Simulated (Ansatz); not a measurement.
Pressure series in HfSi2

The parent structure is HfSi2 (space group Cmcm, No. 63; a = 3.650 Å, b = 14.350 Å, c = 3.635 Å).

Cell and atoms are relaxed at each pressure.

Calculations: Kohn–Sham DFT with the PBEsol functional, run in Ansatz (a program for electronic structure) with PAW and 420 eV plane waves, no spin-orbit coupling.

Notes on the quantities. enthalpy: H = E + PV relative to the base's energy.

```tsv
case	volume per atom	enthalpy
base	15.87 Å³	–
pressure −2 GPa	16.11 Å³	-0.20 eV/atom
pressure −1 GPa	15.99 Å³	-0.10 eV/atom
pressure 3 GPa	15.54 Å³	+0.29 eV/atom
pressure 7 GPa	15.14 Å³	+0.68 eV/atom
pressure 15 GPa	14.47 Å³	+1.42 eV/atom
pressure 30 GPa	13.51 Å³	+2.72 eV/atom
pressure 50 GPa	12.57 Å³	+4.35 eV/atom
pressure 75 GPa	11.71 Å³	+6.24 eV/atom
pressure 100 GPa	11.05 Å³	+8.01 eV/atom
```

Load acts through the strain it causes; cell and atoms are relaxed under it. No phonon test of stability was made. Competing high-pressure phases were not computed. All final runs are without spin polarisation.
